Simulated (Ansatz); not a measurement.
Start from KCl in the rock salt structure (space group Fm-3m, No. 225; a = 6.2923 Å).

The values are results of r2SCAN in Ansatz (plane waves to 500 eV, PAW, no spin-orbit coupling), not measurements.

One change was made to it. Results:

| quantity | base | after |
|---|---|---|
| band gap | 5.83 eV | 6.27 eV |
| width of the top valence band | 0.48 eV | 0.54 eV |
| volume per atom | 31.14 Å³ | 27.71 Å³ |

Question: What was done to the base?
(A) pressure 7.5 GPa
(B) pressure 3 GPa
(C) pressure 0.7 GPa
(D) pressure −1 GPa

Answer: B, pressure 3 GPa. For comparison, the band gap in the other runs: pressure 0.7 GPa gives 5.95 eV; pressure 7.5 GPa gives 6.69 eV; pressure −1 GPa gives 5.62 eV.

Load acts through the strain it causes; cell and atoms are relaxed under it. Whether these cells are dynamically stable was not tested. No other phases were tried under pressure.

Ansatz is a program for electronic structure.
